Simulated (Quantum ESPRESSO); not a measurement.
Input and output of a self-consistent single point for Mg6SiB (P1, 8 atoms in the cell) (Quantum ESPRESSO).

Method of the run: LDA (PZ), GBRV 1.5 ultrasoft (LDA) pseudopotentials (plane waves; Quantum ESPRESSO).

The change in words: atoms moved at random. Reference geometry:
```
CELL_PARAMETERS angstrom
      3.98486     0.00000     0.00000
      0.00000     4.08367     4.34798
      0.00000    -4.08367     4.34798
ATOMIC_POSITIONS crystal
  Mg 0.00000 0.61016 0.11372
  Mg 0.00000 0.11372 0.61016
  Mg 0.50000 0.94244 0.29288
  Mg 0.50000 0.29288 0.94244
  Mg 0.50000 0.80677 0.80677
  Mg 0.50000 0.40648 0.40648
  Si 0.00000 0.61273 0.61273
  B  0.00000 0.21484 0.21484
```

Reference input (self-consistent single point, DFT, LDA (PZ), plane waves, GBRV 1.5 ultrasoft (LDA) pseudopotentials): ecutwfc = 40 Ry; ecutrho = 200 Ry; occupations = smearing; smearing = fd; degauss = 0.0099958 Ry; potentials = {Mg: mg_lda_v1.4.uspp.F.UPF, Si: si_lda_v1.uspp.F.UPF, B: b_lda_v1.4.uspp.F.UPF}; K_POINTS = automatic 5 4 4 0 0 0; conv_thr = 1e-10 Ry; mixing_beta = 0.5. This run's input differs from it in these lines:

```diff
@@ -31,10 +31,10 @@
 ATOMIC_POSITIONS angstrom
-Mg    0.00000000    2.02729515    3.14741576
-Mg    0.00000000   -2.02729515    3.14741576
-Mg    1.99242900    2.65258609    5.37114665
-Mg    1.99242900   -2.65258609    5.37114665
-Mg    1.99242900    0.00000000    7.01563965
-Mg    1.99242900    0.00000000    3.53473382
-Si    0.00000000    0.00000000    5.32827557
-B     0.00000000    0.00000000    1.86824005
+Mg   -0.01900777    2.11072853    3.16051623
+Mg   -0.00838813   -2.06602055    3.14718532
+Mg    2.00420824    2.67139954    5.38097744
+Mg    2.01094663   -2.67077882    5.36924659
+Mg    1.99355671    0.01958935    7.06067168
+Mg    2.03408272    0.00114751    3.45317006
+Si   -0.04672246   -0.02266026    5.37314238
+B     0.00104802   -0.04341345    1.83909554
 K_POINTS automatic
```

The program printed (abridged):

```
     Self-consistent Calculation

     iteration #  1     ecut=    40.00 Ry     beta= 0.50

     total energy              =    -765.68958694 Ry
     estimated scf accuracy    <       1.83414536 Ry

     iteration #  2     ecut=    40.00 Ry     beta= 0.50

     total energy              =    -765.98752340 Ry
     estimated scf accuracy    <       1.38027656 Ry

     iteration #  3     ecut=    40.00 Ry     beta= 0.50

     total energy              =    -766.20825207 Ry
     estimated scf accuracy    <       0.22779203 Ry

   [... 8 blocks of this kind left out ...]

     iteration # 12     ecut=    40.00 Ry     beta= 0.50

     total energy              =    -766.24725151 Ry
     estimated scf accuracy    <          1.1E-10 Ry

     iteration # 13     ecut=    40.00 Ry     beta= 0.50
     End of self-consistent calculation

     the Fermi energy is     6.7356 ev

!    total energy              =    -766.24725151 Ry
     estimated scf accuracy    <          8.1E-12 Ry
     smearing contrib. (-TS)   =      -0.01456604 Ry
     internal energy E=F+TS    =    -766.23268546 Ry

     convergence has been achieved in  13 iterations

     Forces acting on atoms (cartesian axes, Ry/au):

     atom    1 type  1   force =     0.00673698   -0.01403651   -0.00058160
     atom    2 type  1   force =     0.00475161    0.00408646    0.00256217
     atom    3 type  1   force =    -0.00220715   -0.01278152   -0.00411760
     atom    4 type  1   force =    -0.00248823    0.01242802   -0.00053780
     atom    5 type  1   force =    -0.00905541   -0.00180829   -0.00486921
   [... lines left out ...]

     Total force =     0.040092     Total SCF correction =     0.000012

          total   stress  (Ry/bohr**3)                   (kbar)     P=        6.61
   0.00006061   0.00000016  -0.00001306            8.92        0.02       -1.92
   0.00000016   0.00004449  -0.00002526            0.02        6.55       -3.72
  -0.00001306  -0.00002526   0.00002969           -1.92       -3.72        4.37

   JOB DONE.
```

The run converged in 13 iterations. Against the reference run the free energy rises by 9.2 meV/atom, the pressure goes from 0.77 to 0.66 GPa and the largest force goes from 0.097 to 0.561 eV/Å.

The starting cell comes from a database of computed structures (which also holds hypothetical and non-ambient phases and stackings), without a prior relaxation at this level. Its lattice was rescaled by a random factor within 2.5 % of one. For this run, on top of that: atoms moved at random.

Cost on one core of a shared machine: roughly 2 min.
